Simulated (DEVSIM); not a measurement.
## Al0.15Ga0.85As/GaAs p-n heterojunction

Structure: Al0.15Ga0.85As/GaAs p-n heterojunction, at 300 K.

```
layer (left to right)        material  thickness (μm)  Nd (cm⁻³)  Na (cm⁻³)   τn (s)   τp (s)
---------------------  --------------  --------------  ---------  ---------  -------  -------
1                      Al0.15Ga0.85As           0.270          -     6.4e17  3.8e-10  3.8e-10
2                                GaAs           0.540     1.5e16          -  3.8e-10  3.8e-10
```

Left contact: ohmic. Right contact: ohmic. Voltage is applied to the left contact. Recombination: SRH at mid-gap. Mobility is constant in doping.

This is a model device: material constants are rounded textbook-type values typed into the input, and sizes, dopings and lifetimes were drawn at random. Values at 300 K.

```csv
parameter,Al0.15Ga0.85As,GaAs
gap (eV),1.611,1.424
affinity (eV),3.9515,4.07
permittivity,12.47,12.9
Nc (cm⁻³),5.6e17,4.7e17
Nv (cm⁻³),9e18,9e18
μn (cm²/Vs),5695,8500
μp (cm²/Vs),282,400
```

Model (solved in DEVSIM): 1D drift-diffusion, Boltzmann statistics, complete ionisation; no tunnelling, impact ionisation, image-force lowering or self-heating. Band offsets follow the typed affinities; no thermionic-emission limit at abrupt steps, no polarisation charge.

- Potential step across the device at zero bias = 1.335 V
- Largest field in the device at zero bias = 95000 V/cm
- Dark forward voltage at 1 A/cm² = 0.984 V
- Dark forward voltage at 100 A/cm² = 1.123 V

Dark forward current:

(V (V), J (A/cm²)): (0.05, 1.5e-9); (0.10, 5.2e-9); (0.20, 4.2e-8); (0.25, 1.1e-7); (0.30, 3.1e-7); (0.35, 8.4e-7); (0.45, 6.2e-6); (0.50, 1.7e-5); (0.55, 4.7e-5); (0.60, 0.00013); (0.70, 0.0010); (0.75, 0.0029); (0.80, 0.0085); (0.85, 0.027); (0.95, 0.36); (1.00, 1.6); (1.05, 8.5); (1.10, 47); (1.20, 1000); (1.25, 3300)
